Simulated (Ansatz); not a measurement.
**C, response to strain**

Base system: C in the diamond structure (space group Fd-3m, No. 227; a = 3.554 Å).

Strains are applied to the cell and any free atomic positions relax.

Method: Ansatz (a program for electronic structure) PBEsol, no spin-orbit coupling.

Notes on the quantities. energy relative to the base: free energy F.

```
variant                     band gap  energy relative to the base  width of the top valence band
------------------------  ----------  ---------------------------  -----------------------------
base                         4.03 eV                   0 meV/atom                        8.51 eV
isotropic strain −2.50 %     4.21 eV                 +47 meV/atom                        9.20 eV
isotropic strain −2.00 %     4.17 eV                   (withheld)                        9.06 eV
isotropic strain −1.50 %     4.14 eV                 +17 meV/atom                        8.92 eV
isotropic strain −0.50 %     4.07 eV                +1.8 meV/atom                        8.65 eV
isotropic strain +0.50 %     4.00 eV                +1.7 meV/atom                        8.38 eV
isotropic strain +1.00 %     3.97 eV                   (withheld)                        8.25 eV
isotropic strain +1.50 %     3.94 eV                 +15 meV/atom                        8.12 eV
isotropic strain +2.50 %     3.87 eV                 +41 meV/atom                     (withheld)
isotropic strain +3.00 %  (withheld)                 +59 meV/atom                        7.76 eV
```

Some entries are withheld; estimate them.


- isotropic strain −2.00 %, energy relative to the base: +30 meV/atom
- isotropic strain +1.00 %, energy relative to the base: +6.9 meV/atom
- isotropic strain +2.50 %, width of the top valence band: 7.88 eV
- isotropic strain +3.00 %, band gap: 3.84 eV

Stability against distortions was not tested.
